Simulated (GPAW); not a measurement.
Band structure of BaHfO3 (Pm-3m, 5 atoms in the cell).

```xyz
5
Lattice="4.1225 0.0000 0.0000 0.0000 4.1225 0.0000 0.0000 0.0000 4.1225" Properties=species:S:1:pos:R:3 pbc="T T T"
Ba     0.0000     0.0000     0.0000
Hf     2.0612     2.0612     2.0612
O      2.0612     0.0000     2.0612
O      0.0000     2.0612     2.0612
O      2.0612     2.0612     0.0000
```

Method of the run: PBE, GPAW PAW datasets PBE (gpaw-data 1.0.1) (plane waves; GPAW).

Settings: mode = pw; ecut = 900 eV; xc = PBE; kpts = 6 6 6; mesh shift (steps) = 0 0 0; occupations.name = fermi-dirac; occupations.width = 0.02 eV; nbands = -4; convergence.density = 1e-05 e/electron; convergence.bands = -2; symmetry.symmorphic = false; symmetry.tolerance = 0.0005; maxiter = 100; bandpath_npoints = 40.

The starting cell has typed, rounded lattice constants, without a prior relaxation at this level. Its lattice was rescaled by a random factor within 2.5 % of one. Spin-orbit coupling is off.

Predict the gap along the standard path and the places of the band edges.

The gap along the path is 3.67 eV, from R to Γ; the smallest direct gap on it is 3.81 eV.

Levels in eV from the top of the valence band on the SCF mesh, bands 17 to 24:
| point | 17 | 18 | 19 | 20 | 21 | 22 | 23 | 24 |
|---|---|---|---|---|---|---|---|---|
| Γ | -1.03 | -0.14 | -0.14 | -0.14 | 3.67 | 3.67 | 3.67 | 4.77 |
| X | -1.77 | -1.77 | -0.45 | -0.45 | 4.25 | 6.61 | 6.61 | 6.66 |
| M | -0.91 | -0.91 | -0.91 | -0.08 | 6.50 | 6.50 | 6.86 | 7.11 |
| R | -2.52 | 0.00 | 0.00 | 0.00 | 6.22 | 6.22 | 6.22 | 8.16 |
